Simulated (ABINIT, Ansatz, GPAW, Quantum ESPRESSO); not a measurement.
Code comparison for LaCu3Ni2 (P6/mmm, 6 atoms in the cell)

Self-consistent single point.

```xyz
6
Lattice="4.9922 0.0000 0.0000 -2.4961 4.3233 0.0000 0.0000 0.0000 4.0329" Properties=species:S:1:pos:R:3 pbc="T T T"
La     0.0000     0.0000     0.0000
Cu     2.4961     0.0000     2.0165
Cu     1.2480     2.1617     2.0165
Cu    -1.2480     2.1617     2.0165
Ni     0.0000     2.8822     0.0000
Ni     2.4961     1.4411     0.0000
```

All programs got the same cell, k-point mesh and kind of occupations (in Ansatz's words: kpoints.mp_grid.grid = 7 7 8; scf.occupations.method = fermi_dirac; scf.occupations.width = 0.1 eV); potentials, basis and cutoffs are each program's usual ones.

```
code                                                                      model  pressure (GPa)   cutoff
----------------  -------------------------------------------------------------  --------------  -------
GPAW              LDA (Perdew-Wang 92), GPAW PAW datasets LDA (gpaw-data 1.0.1)           -5.29   850 eV
ABINIT                                       LDA (PW92), PAW (JTH v2.0 LDA PAW)           -9.38   816 eV
Quantum ESPRESSO            LDA (PZ), GBRV 1.5 ultrasoft (LDA) pseudopotentials           -6.30    50 Ry
Ansatz                                      LDA (PW92), PAW files made with PBE           -6.07  default
```

The spread over the programs that give each value: pressure within 4.09 GPa.

The starting cell comes from a database of computed structures (which also holds hypothetical and non-ambient phases and stackings), without a prior relaxation at this level. Its lattice was rescaled by a random factor within 2.5 % of one. On Ansatz's run: Spin polarisation is off. In the base run, with a pressure of about -6 GPa the cell is away from its equilibrium volume at this level.

Q: Why do the programs differ, and what cannot be compared?

A: Differences of this kind can come from the potentials, where these differ, and from what each basis and cutoff leave unconverged. The valence holds different numbers of electrons (GPAW 76, ABINIT 104, Quantum ESPRESSO 104, Ansatz (a quantum-chemistry and plane-wave program) 104). The zero of total energies and Fermi levels follows the potentials and each program's conventions, so they are not compared here. Ansatz's pressure is given at a fixed set of plane waves, as the other plane-wave codes print theirs; with its correction for the finite basis it is -6.01 GPa. The same LDA comes in different parametrisations, which differ slightly. In the pressure, ABINIT (by 3.20) lies more than 1 GPa from the median of the plane-wave programs.

Left out of this page: FLEUR (not drawn, or without a comparable value).

Keys are those of Ansatz 0.2.
